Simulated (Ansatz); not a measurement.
Start from Al in the fcc (Cu type) structure (space group Fm-3m, No. 225; a = 3.9920 Å). Axes: x, y, z lie along the cube axes.

All numbers come from r2SCAN (Ansatz, a first-principles code), no spin-orbit coupling.

For the base:

The pressure comes out as 0.0 GPa and the shortest interatomic distance is 2.823 Å.

One thing is altered: the cell is stretched by 0.31 % along y with no lateral relaxation; the atoms relax in the strained cell.

### Question
How does this affect the pressure?

### Answer
The pressure (mean of the normal stresses, compression positive) goes from zero to -0.3 GPa.

### Question
Estimate the effect on the energy relative to the base.

### Answer
The energy stays essentially unchanged.

### Question
Estimate the effect on the shortest interatomic distance.

### Answer
The shortest interatomic distance is still 2.823 Å.

Without a gap, meshes like the base's 20×20×20 leave anisotropic stresses uncertain by several tenths of a GPa, and small strain energies with them. Stability against distortions was not tested.
